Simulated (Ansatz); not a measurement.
What x(Lu) = 0.5, 10 atoms, P4/mmm (arrangement B) does to KTaO3

The parent structure is KTaO$_{3}$ in the cubic perovskite structure (space group Pm-3m, No. 221; a = 3.989 Å).

The other end (x = 1) is KLuO3 in the cubic perovskite structure (space group Pm-3m, No. 221; ferromagnetic; a model cell, its experimental status unchecked): 15.90 Å³/atom, gap zero; this end may not be an ambient phase.

One thing is altered: Lu replaces 50.0 % of the Ta, ordered in a cell of 10 atoms (starting symmetry P4/mmm) and fully relaxed.

Calculations: DFT with r2SCAN, PAW potentials and a 500 eV plane-wave cutoff in Ansatz (an electronic-structure program), no spin-orbit coupling, earlier PAW set. k-mesh 8×8×11 (Γ-centred); smearing 0.05 eV (Fermi–Dirac), for the changed cell.

| quantity | base | changed | shift |
|---|---|---|---|
| volume per atom | 12.70 Å³ | 14.33 Å³ | +1.637 Å³ |
| density | 7.01 g/cm³ | 6.14 g/cm³ | -0.87 g/cm³ |
| shortest interatomic distance | 1.995 Å | 1.960 Å | -0.035 Å |
| band gap | 2.64 eV | zero | – |
| magnetic state | not spin-polarised | ferromagnetic | – |
| largest site moment | 0.00 μB | 0.43 μB | +0.43 μB |
| mixing energy (to 0.01 eV only: unlike meshes or grids) (against an end that may be hypothetical) | – | -0.01 eV/atom | – |

The magnetic state is the one reached from the starting moments; the real material's order can differ, and small cells can't hold many antiferromagnetic ones. These are small ordered cells, not random alloys; other orderings at the same x differ. Spin-orbit coupling, missing from the scalar runs, can matter with Ta. Stability against distortions was not tested. No Hubbard U is applied, and correlation can decide whether such a compound is a metal.
